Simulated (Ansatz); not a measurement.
# Mg₃Sb₂ (space group P-3m1, No. 164)

```
CELL_PARAMETERS angstrom
      4.55082     0.00000     0.00000
     -2.27541     3.94112     0.00000
      0.00000     0.00000     7.18056
ATOMIC_POSITIONS crystal
  Sb 0.33333 0.66667 0.22416
  Sb 0.66667 0.33333 0.77584
  Mg 0.00000 0.00000 0.00000
  Mg 0.33333 0.66667 0.63261
  Mg 0.66667 0.33333 0.36739
```

All numbers come from PBEsol, PAW, 420 eV (Ansatz, an electronic-structure program; no spin-orbit coupling). k-mesh 12×12×7 (Γ-centred); smearing 0.05 eV (Fermi–Dirac).

The volume per atom is 25.76 Å³. The density is 4.08 g/cm³, the band gap comes out as 0.15 eV, indirect, Γ → k = (0, 0.417, 0.286) in the run's primitive reciprocal basis and the hole mass is 0.063 mₑ along c, 1.1 mₑ across. The total energy is -3710.847 eV/atom (σ→0; compares only within this code and set-up).

With Sb present, leaving out spin-orbit coupling can change the band edges. Effective masses come from finite differences of ±0.01 Å⁻¹. No phonon test of stability was made. The zero or small gap of Mg3Sb2 can change with the level of theory.
